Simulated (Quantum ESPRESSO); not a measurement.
The steps of a band-structure calculation for LiMg (Pm-3m, 2 atoms in the cell) with Quantum ESPRESSO.

Method of the run: PBEsol, PseudoDojo standard norm-conserving (PBESOL) pseudopotentials (plane waves; Quantum ESPRESSO).

Step 1 (scf):

```fortran
&CONTROL
   calculation = 'scf'
   prefix = 'LiMg'
   outdir = './out'
   pseudo_dir = './'
   tprnfor = .true.
   tstress = .true.
/
&SYSTEM
   ibrav = 0
   nat = 2
   ntyp = 2
   ecutwfc = 85
   occupations = 'smearing'
   smearing = 'marzari-vanderbilt'
   degauss = 0.0147
   nbnd = 13
/
&ELECTRONS
   conv_thr = 1e-10
   mixing_beta = 0.4
/
ATOMIC_SPECIES
Li     6.9400  Li.upf
Mg    24.3050  Mg.upf
ATOMIC_POSITIONS {alat}
Li    0.0000000000    0.0000000000    0.0000000000
Mg    0.5000000000    0.5000000000    0.5000000000
K_POINTS {automatic}
8 8 8  0 0 0
CELL_PARAMETERS {angstrom}
   3.4153300000     0.0000000000     0.0000000000
   0.0000000000     3.4153300000     0.0000000000
   0.0000000000     0.0000000000     3.4153300000
```

Step 2 (bands):

```fortran
&CONTROL
   calculation = 'bands'
   prefix = 'LiMg'
   outdir = './out'
   pseudo_dir = './'
   verbosity = 'high'
/
&SYSTEM
   ibrav = 0
   nat = 2
   ntyp = 2
   ecutwfc = 85
   occupations = 'smearing'
   smearing = 'marzari-vanderbilt'
   degauss = 0.0147
   nbnd = 14
/
&ELECTRONS
   conv_thr = 1e-10
   startingwfc = 'random'
   diago_thr_init = 1.0d-6
/
ATOMIC_SPECIES
Li     6.9400  Li.upf
Mg    24.3050  Mg.upf
ATOMIC_POSITIONS {alat}
Li    0.0000000000    0.0000000000    0.0000000000
Mg    0.5000000000    0.5000000000    0.5000000000
K_POINTS {crystal_b}
8
  0.00000000   0.00000000   0.00000000   9  ! G
  0.00000000   0.50000000   0.00000000   9  ! X
  0.50000000   0.50000000   0.00000000  13  ! M
  0.00000000   0.00000000   0.00000000  16  ! G
  0.50000000   0.50000000   0.50000000  13  ! R
  0.00000000   0.50000000   0.00000000   1  ! X
  0.50000000   0.50000000   0.00000000   9  ! M
  0.50000000   0.50000000   0.50000000   1  ! R
CELL_PARAMETERS {angstrom}
   3.4153300000     0.0000000000     0.0000000000
   0.0000000000     3.4153300000     0.0000000000
   0.0000000000     0.0000000000     3.4153300000
```

Step 3 (bands.x):

```fortran
&BANDS
   prefix = 'LiMg'
   outdir = './out'
   filband = 'bands.dat'
   lsym = .false.
/
```

Output of bands (abridged):

```
     Atomic positions and unit cell read from directory:
     ./out/LiMg.save/

     Message from routine setup:
     using ibrav=0 with symmetry is DISCOURAGED, use correct ibrav instead
     G-vector sticks info
     --------------------
     sticks:   dense  smooth     PW     G-vecs:    dense   smooth      PW
     Sum        1117    1117    341                28425    28425    4625

     bravais-lattice index     =            0
   [... lines left out ...]
     unit-cell volume          =     268.8405 (a.u.)^3
   [... lines left out ...]
         1        Li     tau(   1) = (  0.0000000  0.0000000  0.0000000  )
         2        Mg     tau(   2) = (  0.5000000  0.5000000  0.5000000  )

     number of k points=    71  Marzari-Vanderbilt smearing, width (Ry)=  0.0147
                       cart. coord. in units 2pi/alat
        k(    1) = (   0.0000000   0.0000000   0.0000000), wk =   0.0281690
        k(    2) = (   0.0000000   0.0555556   0.0000000), wk =   0.0281690
        k(    3) = (   0.0000000   0.1111111   0.0000000), wk =   0.0281690
   [... 68 lines left out ...]

     Dense  grid:    28425 G-vectors     FFT dimensions: (  40,  40,  40)

     The potential is recalculated from file :
     ./out/LiMg.save/charge-density

     Band Structure Calculation
     Davidson diagonalization with overlap

     ethr =  1.00E-06,  avg # of iterations = 21.6

     End of band structure calculation

          k = 0.0000 0.0000 0.0000 (  3575 PWs)   bands (ev):

   -71.8738 -41.7871 -38.8329 -38.8329 -38.8329  -1.8922   8.8089   8.8089
     8.8089   9.6390   9.6390  15.3889  19.7583  19.7583

          k = 0.0000 0.0556 0.0000 (  3599 PWs)   bands (ev):

   -71.8738 -41.7871 -38.8332 -38.8329 -38.8329  -1.8574   8.0451   8.8446
     8.8446   9.6772  10.4171  15.4343  19.0597  19.0598

   [... 69 blocks of this kind left out ...]
```

Output of bands.x (abridged):

```
     Reading xml data from directory:

     ./out/LiMg.save/

     G-vector sticks info
     --------------------
     sticks:   dense  smooth     PW     G-vecs:    dense   smooth      PW
     Sum        1117    1117    341                28425    28425    4625

     Reading collected, re-writing distributed wavefunctions
     high-symmetry point:  0.0000 0.0000 0.0000   x coordinate   0.0000
     high-symmetry point:  0.0000 0.5000 0.0000   x coordinate   0.5000
     high-symmetry point:  0.5000 0.5000 0.0000   x coordinate   1.0000
     high-symmetry point:  0.0000 0.0000 0.0000   x coordinate   1.7071
     high-symmetry point:  0.5000 0.5000 0.5000   x coordinate   2.5731
     high-symmetry point:  0.0000 0.5000 0.0000   x coordinate   3.2802
     high-symmetry point:  0.5000 0.5000 0.0000   x coordinate   3.2802
     high-symmetry point:  0.5000 0.5000 0.5000   x coordinate   3.7802

     Plottable bands (eV) written to file bands.dat.gnu
     Bands written to file bands.dat

   JOB DONE.
```

The starting cell comes from a database of computed structures (which also holds hypothetical and non-ambient phases and stackings), without a prior relaxation at this level.
